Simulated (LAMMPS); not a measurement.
MD of Al (fcc) at zero pressure, 4000 atoms, as a crystal; each row is its own run.

Model: classical MD, pair style eam/fs, file Al_mm.eam.fs, run in LAMMPS.

| T (K) | volume (Å³/atom) |
|---|---|
| 200 | 16.789 |
| 300 | 16.898 |
| 420 | 17.033 |
| 560 | 17.197 |
| 700 | 17.376 |
| 980 | 17.822 |

Q: Fit a straight line, y = a + b x, to these rows (x is the first column, y the second) and predict the run at x = 840.

A: Least squares gives a = 16.495 and b = 0.001312. At x = 840 the fit predicts 17.597 Å³/atom. The run itself gave 17.578 ± 0.001 Å³/atom, so the fit is 0.11 % high.

Caution (row 980): this crystal lies over the melting point of about 930 K that EAM-type Al_mm.eam.fs gives, so it is superheated.
